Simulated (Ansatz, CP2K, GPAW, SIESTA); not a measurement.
**CaCo₂Si₂ (I4/mmm, 5 atoms in the cell) computed with different codes at matched settings**

Self-consistent single point.

```xyz
5
Lattice="-1.9344 1.9344 4.9368 1.9344 -1.9344 4.9368 1.9344 1.9344 -4.9368" Properties=species:S:1:pos:R:3 pbc="T T T"
Ca     0.0000     0.0000     0.0000
Co     1.9344     0.0000     2.4684
Co     0.0000     1.9344     2.4684
Si     0.0000     0.0000     6.2574
Si     0.0000     0.0000     3.6162
```

Shared settings, as Ansatz (a program for electronic structure) writes them: kpoints.mp_grid.grid = 8 8 8; scf.occupations.method = fermi_dirac; scf.occupations.width = 0.1 eV. Potentials and cutoffs stand in the table.

```json
[
 {"code": "Ansatz", "model": "PBEsol, PAW files made with PBE", "pressure (GPa)": "-1.84", "largest force (eV/Å)": "0.133", "cutoff": "420 eV"},
 {"code": "SIESTA", "model": "GGA PBEsol, numerical atomic orbitals DZP, PseudoDojo PBEsol standard norm-conserving potentials (rewritten from UPF to PSML)", "pressure (GPa)": "5.36", "largest force (eV/Å)": "0.057", "cutoff": "grid 400 Ry"},
 {"code": "GPAW", "model": "PBEsol, GPAW PAW datasets PBEsol (made by gpaw-setup)", "pressure (GPa)": "-0.71", "largest force (eV/Å)": "0.241", "cutoff": "800 eV"},
 {"code": "CP2K", "model": "PBEsol, GPW, DZVP-MOLOPT-SR-GTH basis, GTH-PBE potentials (GTH_POTENTIALS)", "pressure (GPa)": "-0.53", "largest force (eV/Å)": "0.205", "cutoff": "grid 600 Ry"}
]
```

On Ansatz's run: spin polarisation is off.

The spread over the programs that give each value: pressure within 7.20 GPa; largest force within 0.184 eV/Å.

SIESTA and CP2K use small atom-centred bases, whose incompleteness enters pressures, forces and empty levels differently from a plane-wave cutoff. Ansatz's pressure is given at a fixed set of plane waves, as the other plane-wave codes print theirs; with its correction for the finite basis it is -1.80 GPa. In the pressure, SIESTA (by 6.64) lies more than 1 GPa from the median of the plane-wave programs. In the force vectors, SIESTA (by 0.244) lies more than 0.08 eV/Å from the median of the plane-wave programs.

The starting cell comes from a database of computed structures (which also holds hypothetical and non-ambient phases and stackings), without a prior relaxation at this level. Its lattice was rescaled by a random factor within 2.5 % of one.

Left out of this page: FLEUR (not drawn, or without a comparable value).

Keys are those of Ansatz 0.2.
